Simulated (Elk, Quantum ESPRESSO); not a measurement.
A Quantum ESPRESSO input for a self-consistent single point of LaSi2Ir2 (I4/mmm, 5 atoms in the cell) (DFT, PBEsol, plane waves, GBRV 1.5 ultrasoft (PBESOL) pseudopotentials):

```fortran
&control
 calculation = 'scf'
 prefix = 'scf'
 outdir = './tmp/'
 pseudo_dir = './'
 tprnfor = .true.
 tstress = .true.
/
&system
 ibrav = 0
 nat = 5
 ntyp = 3
 ecutwfc = 40
 ecutrho = 320
 occupations = 'smearing'
 smearing = 'gauss'
 degauss = 0.019992
/
&electrons
 conv_thr = 1.0d-9
/
ATOMIC_SPECIES
La   138.9055  la_pbesol_v1.uspp.F.UPF
Si    28.0850  si_pbesol_v1.uspp.F.UPF
Ir   192.2170  ir_pbesol_v1.2.uspp.F.UPF
ATOMIC_POSITIONS crystal
La    0.0000000000    0.0000000000    0.0000000000
Si    0.6290400000    0.6290400000    0.0000000000
Si    0.3709600000    0.3709600000    0.0000000000
Ir    0.2500000000    0.7500000000    0.5000000000
Ir    0.7500000000    0.2500000000    0.5000000000
K_POINTS automatic
9 9 9  0 0 0
CELL_PARAMETERS angstrom
  -2.0236310000     2.0236310000     5.0701380000
   2.0236310000    -2.0236310000     5.0701380000
   2.0236310000     2.0236310000    -5.0701380000
```

Give the Elk input for the same structure, mesh, smearing and functional.

One input that does it (others would too):

```
tasks
  0

xctype
  22

rgkmax
  8.0

gmaxvr
  16.0

nxoapwlo
  1

rmtscf
  0.86

stype
  0

swidth
  0.00999582

avec
   -3.8241083673    3.8241083673    9.5811722341
    3.8241083673   -3.8241083673    9.5811722341
    3.8241083673    3.8241083673   -9.5811722341

sppath
  './'

atoms
  3   : nspecies
  'La.in'   : spfname
  1   : natoms; atposl, bfcmt below
  0.0000000000  0.0000000000  0.0000000000    0.0 0.0 0.0
  'Si.in'   : spfname
  2   : natoms; atposl, bfcmt below
  0.6290400000  0.6290400000  0.0000000000    0.0 0.0 0.0
  0.3709600000  0.3709600000  0.0000000000    0.0 0.0 0.0
  'Ir.in'   : spfname
  2   : natoms; atposl, bfcmt below
  0.2500000000  0.7500000000  0.5000000000    0.0 0.0 0.0
  0.7500000000  0.2500000000  0.5000000000    0.0 0.0 0.0

ngridk
  9 9 9
```

Basis, cutoffs, solver keys and any potentials are the target program's own. This input uses DFT, PBEsol, all-electron FP-LAPW, Elk's shipped species files, LAPW+lo basis.

The starting cell comes from a database of computed structures (which also holds hypothetical and non-ambient phases and stackings), without a prior relaxation at this level. For this run, on top of that: lattice scaled by 0.98.
